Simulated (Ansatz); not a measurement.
Structures of equal composition on the (0001) surface of hcp Ru: clean 1x1; top plane shifted to the other hollow. The slabs share one bottom face, and each structure is named by its start. These are constructed structures in small cells; real faces may alloy, dewet or reconstruct in larger ones, and not all known structures of the face are among them. Slabs of about 11 Å, Fermi-Dirac smearing of 0.1 eV. Bottom of the slabs: a bare face, its two planes held. Relaxed from the named starts with such symmetry as they have, on meshes of like density; energies extrapolated to zero smearing; spin only where a row says so; no spin-orbit coupling, no U. Brackets mark spin-polarised runs, whose order is one that fits the cell.

Method: PBE (plane waves to 420 eV, PAW; Ansatz, a program for electronic structure).

**Question.** Order them by energy per 1x1 cell (lowest first) at the level PBE.

**Answer.** clean 1x1 (0.000 eV), top plane shifted to the other hollow (0.162 eV)
